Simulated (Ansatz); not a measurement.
**Ni3Ge (Pm-3m, No. 221, 4 atoms in the cell; start mp-21008)**

Level of theory: PBEsol (Ansatz, a first-principles code, plane waves, PAW).

Settings: plane-wave cutoff 520 eV, 16×16×16 k mesh, Fermi–Dirac smearing 0.05 eV, no spin polarisation, scalar-relativistic PAW data made under PBE.

Cell (relaxed at this level):

```xyz
4
Lattice="3.5252 0.0000 0.0000 0.0000 3.5252 0.0000 0.0000 0.0000 3.5252" Properties=species:S:1:pos:R:3 pbc="T T T"
Ni     1.7626     0.0000     1.7626
Ni     0.0000     1.7626     1.7626
Ni     1.7626     1.7626     0.0000
Ge     0.0000     0.0000     0.0000
```

For Ni3Ge (Pm-3m, No. 221, 4 atoms in the cell; start mp-21008), the band gap is zero (no gap). The bulk modulus is 219 GPa.

Note: the relaxation could not lower the start's symmetry, so the cell can be a saddle point above a distorted one; the bulk modulus is −V dP/dV from two relaxed cells at ±2 % in volume.

Spin–orbit coupling is not included.

The computed numbers hold no vibrational or temperature effects.

Computing time: very roughly 40 core-seconds.

A start named mp-… is a Materials Project structure, which need not be a measured phase.
